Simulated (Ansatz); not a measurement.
A (4,0) carbon nanotube, stretched and compressed along its axis from its relaxed period of 4.216 Å, atoms relaxed at each length.

Method: PBE (plane waves to 420 eV, PAW; Ansatz, a first-principles code). Mesh 1×1×18. No spin polarisation. One-dimensional cell, images about 11 Å apart. An idealised model, rolled from the flat sheet. Only distortions within the start's symmetry and period were free. Buckling under compression is shut out by symmetry and the short period. Energies are free energies at a Fermi–Dirac width of 0.05 eV, from the unstrained cell.

```csv
strain (%),energy (meV a period),axial force (nN)
-3.0,+381,-9.83
-1.5,+94,-4.80
0.0,0,0.00
+1.5,+90,+4.54
+3.0,+354,+8.77
+6.0,+1346,+16.13
```

The slope of the force at zero strain is 310 nN.
